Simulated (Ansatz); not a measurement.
HgS, thickness series

Start from HgS in the zinc blende structure (space group F-43m, No. 216).

```
HgS
1.0
    0.00000     2.93799     2.93799
    2.93799     0.00000     2.93799
    2.93799     2.93799     0.00000
Hg S
1 1
Direct
  0.00000   0.00000   0.00000
  0.75000   0.75000   0.75000
```

Cartesian axes are those of the cell as printed.

Free-standing slabs (2 atom(s) a layer) normal to [110] with 15 Å of vacuum; in-plane cell held at bulk.

The values are results of Ansatz (a program for electronic structure), PBEsol, PAW, cutoff 420 eV, without spin-orbit coupling, earlier PAW set, not measurements.

Candidates:
(a) 1 layer
(b) 4 layers
(c) 2 layers

Before the change:

The band gap is zero.

**Question.** Order them by band gap, lowest first.

**Answer.** (b) 4 layers (0.70 eV), (c) 2 layers (1.18 eV), (a) 1 layer (1.97 eV)

With Hg present, leaving out spin-orbit coupling can change the band edges. No phonon test of stability was made. The final runs are not spin-polarised. The zero or small gap of HgS can change with the level of theory.
